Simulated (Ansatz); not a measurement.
Effect of isotropic strain +5.97 % on hypothetical CsCl type TiAs

Take TiAs in the CsCl type structure (space group Pm-3m, No. 221; a = 3.184 Å; a hypothetical phase, not in the database extracts checked; relaxed with 0.1 eV smearing) as the base.

Now apply this change: every lattice vector is stretched by 5.97 %, atoms relaxed at fixed cell.

Calculations: plane-wave PAW DFT at the r2SCAN level (Ansatz, a program for electronic structure, 500 eV), scalar-relativistic without spin-orbit coupling. Settings: 18×18×18 k-points, 0.1 eV Fermi–Dirac smearing.

```tsv
quantity	base	changed	shift
volume per atom	16.14 Å³	19.20 Å³	+3.066 Å³
space group	Pm-3m (No. 221)	Pm-3m (No. 221)	–
energy relative to the base (free energy F)	0 meV/atom	+172 meV/atom	+172 meV/atom
band gap	zero	zero	–
```

Whether these cells are dynamically stable was not tested. All final runs are without spin polarisation. An odd electron count without spin: TiAs. TiAs has a high density of states at the Fermi level and may be magnetic at this level.
